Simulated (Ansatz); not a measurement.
Base system: CuAu (space group P4/mmm, No. 123; a = 2.869 Å, c = 3.645 Å; relaxed with 0.1 eV smearing). Axes: x, y, z lie along a, b, c of the conventional cell.

Method: Kohn–Sham DFT with the PBE functional, run in Ansatz (an electronic-structure program) with PAW and 420 eV plane waves, scalar-relativistic without spin-orbit coupling.

Base values:

```
Property   Result
--------  -------
Pressure  0.0 GPa
```

Perturbation: uniaxial strain ε_zz = −3.00 %, all other strain components held at zero; the atoms relax in the strained cell.

### Question
What happens to the energy relative to the base and pressure?

### Answer
The energy increases by 6.6 meV/atom; the pressure (mean of the normal stresses, compression positive) goes from zero to 4.6 GPa.

Whether these cells are dynamically stable was not tested. The final runs are not spin-polarised.
